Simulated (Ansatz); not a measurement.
Structures of equal composition on the (111) surface of fcc Al: clean 1x1; top plane shifted to the other hollow. The slabs share one bottom face, and each structure is named by its start. These are constructed structures in small cells; real faces may alloy, dewet or reconstruct in larger ones, and not all known structures of the face are among them. Slabs of about 12 Å, Fermi-Dirac smearing of 0.1 eV. Bottom of the slabs: a bare face, its two planes held. Relaxed from the named starts with such symmetry as they have, on meshes of like density; energies extrapolated to zero smearing; spin only where a row says so; no spin-orbit coupling, no U. Brackets mark spin-polarised runs, whose order is one that fits the cell.

The numbers are results of PBE (plane waves to 420 eV, PAW; Ansatz, an electronic-structure program), not measurements.

Q: Rank these by energy per 1x1 cell (lowest first), as PBE gives it.

A: clean 1x1 (0.000 eV), top plane shifted to the other hollow (0.039 eV)
